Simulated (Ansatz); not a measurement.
# Hypothetical Fm-3m WGe2, pressure series

Base system: WGe2 (space group Fm-3m, No. 225; a hypothetical phase, not in the database extracts checked).

```xyz
3
Lattice="0.0000 3.0391 3.0391 3.0391 0.0000 3.0391 3.0391 3.0391 0.0000" Properties=species:S:1:pos:R:3 pbc="T T T"
W      0.0000     0.0000     0.0000
Ge     1.5195     1.5195     1.5195
Ge     4.5586     4.5586     4.5586
```

Cell and atoms are relaxed at each pressure.

The values are results of r2SCAN, PAW, 500 eV (Ansatz, a first-principles code; without spin-orbit coupling), not measurements.

Two rows of this table had their results exchanged by mistake.

| pressure | volume per atom (Å³) | shortest distance (Å) | band gap |
|---|---|---|---|
| pressure −2 GPa | 19.01 | 2.646 | zero |
| pressure −1 GPa | 18.86 | 2.639 | zero |
| pressure 3 GPa | 18.30 | 2.613 | zero |
| pressure 7 GPa | 17.82 | 2.590 | zero |
| pressure 15 GPa | 14.77 | 2.432 | zero |
| pressure 30 GPa | 15.87 | 2.491 | zero |
| pressure 50 GPa | 17.02 | 2.550 | zero |
| pressure 75 GPa | 13.79 | 2.377 | zero |
| pressure 100 GPa | 13.03 | 2.333 | zero |

Question: Which two?

Answer: The rows for pressure 15 GPa and pressure 50 GPa: the volume has to fall steadily with pressure, so 17.02 Å³ belongs to pressure 15 GPa and 14.77 Å³ to pressure 50 GPa.

Load acts through the strain it causes; cell and atoms are relaxed under it. Whether these cells are dynamically stable was not tested. Competing high-pressure phases were not computed. All final runs are without spin polarisation. WGe2 has a high density of states at the Fermi level and may be magnetic at this level.
